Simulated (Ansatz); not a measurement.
Base system: Ta in the bcc (W type) structure (space group Im-3m, No. 229; a = 3.2541 Å; relaxed with 0.1 eV smearing). Axes: x, y, z lie along the cube axes.

Calculations: DFT with LDA, PAW potentials and a 420 eV plane-wave cutoff in Ansatz (a program for electronic structure), no spin-orbit coupling.

Strains are applied to the cell and any free atomic positions relax; under biaxial strain the out-of-plane vector relaxes too.

One change was made to it. Results:

The pressure (mean of the normal stresses, compression positive) goes from zero to -3.2 GPa; the energy grows by 11 meV/atom.

Task: What was done to the base?
A) biaxial strain +2.50 %, plane normal [001], relaxed out of plane
B) biaxial strain −1.50 %, plane normal [001], relaxed out of plane
C) biaxial strain −2.00 %, plane normal [001], relaxed out of plane
D) biaxial strain +2.00 %, plane normal [001], relaxed out of plane
E) biaxial strain +0.50 %, plane normal [001], relaxed out of plane

Result: D, biaxial strain +2.00 %, plane normal [001], relaxed out of plane. For comparison, the energy relative to the base in the other runs: biaxial strain −1.50 %, plane normal [001], relaxed out of plane gives +6.9 meV/atom; biaxial strain +0.50 %, plane normal [001], relaxed out of plane gives +0.7 meV/atom; biaxial strain +2.50 %, plane normal [001], relaxed out of plane gives +16 meV/atom; biaxial strain −2.00 %, plane normal [001], relaxed out of plane gives +12 meV/atom.

Stability against distortions was not tested. The final runs are not spin-polarised.
